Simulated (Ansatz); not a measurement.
# F on the 1x1 (110) surface of 3C silicon carbide (cut with top plane C + Si), one in a 2x2 cell, started at the site 'bridge C-Si (span 3.9 Å)'

Host crystal: 3C silicon carbide, with a band gap (PBE, scalar-relativistic without spin-orbit coupling).

These are r2SCAN, at the PBE geometry and the start's symmetry (plane waves to 500 eV, PAW; Ansatz, a quantum-chemistry and plane-wave program) values and carry that method's errors.

Slab: 49 atoms, 7.7 Å thick at the start under the adsorbate (thin: gaps and levels are the slab's own); k 3x3x1, smearing 0.01 eV, dipole-corrected; single point; no symmetry held, on the structure that PBE left; spin-polarised, ending with about 1.0 μB a cell; orders that need a larger cell were not tried, no spin-orbit, no U, no dispersion correction. The program's check for a lower electronic state was not made. At the end it is bonded to Si. In PBE it is, or lies within 0.03 eV of, the lowest of the starts that converged; the order may differ at this level.

```yaml
adsorption energy against ½ F2(g) at the same level: -4.59 eV
change_of_the_step_from_the_bottom_to_the_top_vacuum_level_against_the_clean_slab: 0.31 eV
height of the binding atom over the mean of the host atoms within 0.3 Å of the top one: 1.479 Å
magnetic_moment_of_the_cell: 1.00 μB
nearest_host_atoms_of_the_binding_atom: Si at 1.61 Å, C at 2.81 Å, C at 2.82 Å
note: in the relaxation the adsorbate left its starting site by 1.1 Å
cost: roughly 10 core-minutes
```

A negative adsorption energy means that the adsorbate is more stable on the surface than in its reference.
